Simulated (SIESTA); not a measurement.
A self-consistent single point of IrRu (P1, 2 atoms in the cell) with SIESTA.

Method of the run: SIESTA with GGA PBEsol, numerical atomic orbitals TZP, PseudoDojo PBEsol standard norm-conserving potentials (rewritten from UPF to PSML).

The change in words: lattice scaled by 0.98. Reference geometry:
```
IrRu
1.0
    2.72491     0.00000     0.00000
   -1.36245     2.35984     0.00000
    0.00000     0.00000     4.33070
Ru Ir
1 1
Direct
  0.64266   0.33724   0.00432
  0.02401   0.99609   0.49568
```

Reference input (self-consistent single point, DFT, GGA PBEsol, numerical atomic orbitals TZP, PseudoDojo PBEsol standard norm-conserving potentials (rewritten from UPF to PSML)): XC.functional = GGA; XC.authors = PBEsol; potentials = PseudoDojo PBEsol standard; PAO.BasisSize = TZP; PAO.EnergyShift = 0.01 Ry; MeshCutoff = 400 Ry; kgrid.MonkhorstPack = 11 11 6; OccupationFunction = FD; ElectronicTemperature = 136 meV; MaxSCFIterations = 150; SCF.Mixer.Method = Broyden; SCF.Mixer.Weight = 0.25. This run's input differs from it in these lines:

```diff
@@ -12,5 +12,5 @@
 %block LatticeVectors
-     5.149333614    0.000000000    0.000000000
-    -2.574666807    4.459453188    0.000000000
-     0.000000000    0.000000000    8.183836928
+     5.046347320    0.000000000    0.000000000
+    -2.523173660    4.370263784    0.000000000
+     0.000000000    0.000000000    8.020160189
 %endblock LatticeVectors
@@ -18,4 +18,4 @@
 %block AtomicCoordinatesAndAtomicSpecies
-     1.291709524    0.795830419    0.018686971  1
-     0.070746838   -0.009217539    2.146663029  2
+     1.265875428    0.779913750    0.018313231  1
+     0.069331907   -0.009033187    2.103729769  2
 %endblock AtomicCoordinatesAndAtomicSpecies
```

Output, abridged:

```
        iscf     Eharris(eV)        E_KS(eV)     FreeEng(eV)     dDmax    Ef(eV) dHmax(eV)
   scf:    1    -5856.506257    -5867.652908    -5867.738032  1.651607  0.064151 13.741934
   scf:    2    -5864.867012    -5869.648004    -5869.740126  0.486593 -0.826542 10.025571
   scf:    3    -5871.667156    -5872.078454    -5872.172626  0.192384 -1.195740  4.731637
   scf:    4    -5872.939807    -5872.702177    -5872.800140  0.226176 -1.999738  0.144649
   scf:    5    -5872.703098    -5872.703550    -5872.801651  0.009145 -1.981301  0.132796
   [... 5 lines left out ...]
   scf:   11    -5872.703938    -5872.703937    -5872.801981  0.000036 -1.996837  0.000467
   scf:   12    -5872.703938    -5872.703938    -5872.801981  0.000021 -1.996888  0.000330
   scf:   13    -5872.703938    -5872.703938    -5872.801981  0.000011 -1.996928  0.000231
   scf:   14    -5872.703938    -5872.703938    -5872.801981  0.000008 -1.996957  0.000164
SCF Convergence by DM+H criterion
max |DM_out - DM_in|         :     0.0000075469
max |H_out - H_in|      (eV) :     0.0001637351
SCF cycle converged after 14 iterations

Using DM_out to compute the final energy and forces

siesta: E_KS(eV) =            -5872.7039

siesta: E_KS - E_eggbox =     -5872.7039

siesta: Atomic forces (eV/Ang):
     1    1.236992   -0.199106   -0.787213
     2   -1.237738    0.202431    0.786382
   Tot   -0.000747    0.003325   -0.000831
   Max    1.237738
   Res    0.854485    sqrt( Sum f_i^2 / 3N )
   Max    1.237738    constrained

Stress tensor Voigt[x,y,z,yz,xz,xy] (kbar):     -160.17     -164.70     -220.62       -0.02       13.95      -28.64
(Free)E + p*V (eV/cell)    -5869.8274
Target enthalpy (eV/cell)    -5872.8020

siesta: Program's energy decomposition (eV):
siesta: FreeEng =     -5872.801981

   [... lines left out ...]
siesta:    -0.099972   -0.017873    0.008704
siesta:    -0.017873   -0.102796   -0.000015
siesta:     0.008704   -0.000015   -0.137702

siesta: Cell volume =         26.210254 Ang**3

siesta: Pressure (static):
siesta:                Solid            Molecule  Units
siesta:           0.00123607          0.00082566  Ry/Bohr**3
siesta:           0.11349030          0.07580828  eV/Ang**3
siesta:         181.83150511        121.45826073  kBar
```

The run converged in 14 iterations. Against the reference run the free energy rises by 25.2 meV/atom, the pressure goes from -6.57 to 18.18 GPa and the largest force goes from 1.205 to 1.480 eV/Å.

The starting cell comes from a database of computed structures (which also holds hypothetical and non-ambient phases and stackings), without a prior relaxation at this level. Its atoms were displaced at random from the sites of space group no. 187. For this run, on top of that: lattice scaled by 0.98. Spin polarisation is off. Values carry the incompleteness of an atom-centred basis. With a pressure of about 18 GPa the cell is away from its equilibrium volume at this level. Forces in this geometry exceed 1 eV/Å.

Cost on one core of a shared machine: roughly 2 min.
